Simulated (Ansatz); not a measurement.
Take In$_{2}$O$_{3}$ (space group P-3m1, No. 164; a hypothetical phase, not in the database extracts checked) as the base.

```yaml
crystal:
  lattice:
    - [3.41911, 0.00000, 0.00000]
    - [-1.70956, 2.96104, 0.00000]
    - [0.00000, 0.00000, 6.09373]
  atoms:
    - { symbol: In, position: [0.33333, 0.66667, 0.76377] }
    - { symbol: In, position: [0.66667, 0.33333, 0.23623] }
    - { symbol: O, position: [0.33333, 0.66667, 0.34661] }
    - { symbol: O, position: [0.66667, 0.33333, 0.65339] }
    - { symbol: O, position: [0.00000, 0.00000, 0.00000] }
```

All numbers come from PBEsol in Ansatz (plane waves to 420 eV, PAW, without spin-orbit coupling).

Before the change:

```
Property                  Result
---------------  ---------------
Gap character    indirect, L → Γ
Volume per atom         12.34 Å³
```

One thing is altered: a hydrostatic pressure of 0.7 GPa.

**Question.** Estimate the effect on the gap character.

**Answer.** The gap character stays indirect, L → Γ.

**Question.** Predict the new volume per atom.

**Answer.** The volume per atom shrinks by 0.07 Å³ to 12.27 Å³.

Load acts through the strain it causes; cell and atoms are relaxed under it. No phonon test of stability was made. The base started in P3m1 and relaxed to P-3m1 at this level.

Ansatz is an electronic-structure program.
